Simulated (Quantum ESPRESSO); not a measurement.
Band structure of InOF2 (C2, 4 atoms in the cell).

```yaml
crystal:
  lattice:
    - [3.15960, -2.60722, 0.00000]
    - [3.15960, 2.60722, 0.00000]
    - [-0.55453, 0.00000, 3.92885]
  atoms:
    - { symbol: In, position: [0.99417, 0.00583, 0.00000] }
    - { symbol: O, position: [0.14724, 0.85276, 0.50000] }
    - { symbol: F, position: [0.49040, 0.12282, 0.12423] }
    - { symbol: F, position: [0.87718, 0.50960, 0.87577] }
```

Level of theory: PBEsol, GBRV 1.5 ultrasoft (PBESOL) pseudopotentials (plane waves; Quantum ESPRESSO 7.5).

Settings: ecutwfc = 40 Ry; ecutrho = 200 Ry; occupations = smearing; smearing = gaussian; degauss = 0.00147 Ry; potentials = {In: in_pbesol_v1.4.uspp.F.UPF, O: o_pbesol_v1.2.uspp.F.UPF, F: f_pbesol_v1.4.uspp.F.UPF}; K_POINTS = automatic 6 6 6 0 0 0; nbnd = 23; conv_thr = 1e-10 Ry; mixing_beta = 0.3.

The starting cell comes from a database of computed structures (which also holds hypothetical and non-ambient phases and stackings), without a prior relaxation at this level.

Levels in eV from the Fermi level, bands 13 to 20:
| point | 13 | 14 | 15 | 16 | 17 | 18 | 19 | 20 |
|---|---|---|---|---|---|---|---|---|
| Γ | -1.73 | -1.49 | -0.71 | -0.27 | -0.11 | 2.95 | 10.26 | 10.95 |
| Y | -1.77 | -1.28 | -0.86 | -0.13 | 0.00 | 7.24 | 9.55 | 9.96 |
| F | -1.75 | -1.43 | -0.89 | -0.19 | -0.03 | 6.41 | 9.49 | 9.98 |
| L | -1.76 | -1.31 | -0.70 | -0.25 | 0.10 | 7.64 | 9.61 | 9.93 |
| Z | -1.66 | -1.65 | -0.99 | -0.37 | 0.02 | 5.34 | 8.46 | 10.82 |
| H | -1.82 | -1.38 | -0.65 | -0.21 | 0.11 | 7.16 | 9.75 | 10.02 |
| Y1 | -1.77 | -1.28 | -0.86 | -0.13 | 0.00 | 7.24 | 9.55 | 9.96 |
| X | -1.79 | -1.33 | -0.90 | -0.18 | 0.06 | 6.18 | 8.99 | 9.25 |

Bands cross the Fermi level along this path, so the cell is metallic at this level.
